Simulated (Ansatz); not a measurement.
Base system: BeS in the zinc blende structure (space group F-43m, No. 216; a = 4.869 Å).

Computed with Ansatz (a quantum-chemistry and plane-wave program) r2SCAN, spin-orbit coupling left out.

Strains are applied to the cell and any free atomic positions relax.

One change was made to it. Results:

The electron mass becomes 0.82 mₑ along k, 0.30 mₑ across (at X) (base: 0.79 mₑ along k, 0.29 mₑ across (at X)); the pressure goes from zero to -7.32 GPa; the mean gap deformation potential ΔEg/Δln V amounts to +2.0 eV.

Task: Which of these changes matches the shifts?
A. isotropic strain +2.50 %
B. isotropic strain +3.00 %
C. isotropic strain +1.00 %
D. isotropic strain +2.00 %

Result: B, isotropic strain +3.00 %. For comparison, the electron mass in the other runs: isotropic strain +1.00 % gives 0.80 mₑ along k, 0.29 mₑ across (at X); isotropic strain +2.50 % gives 0.81 mₑ along k, 0.30 mₑ across (at X); isotropic strain +2.00 % gives 0.81 mₑ along k, 0.29 mₑ across (at X).

Effective masses come from finite differences of ±0.01 Å⁻¹. Along k means along the line from Γ to the band edge. Whether these cells are dynamically stable was not tested.
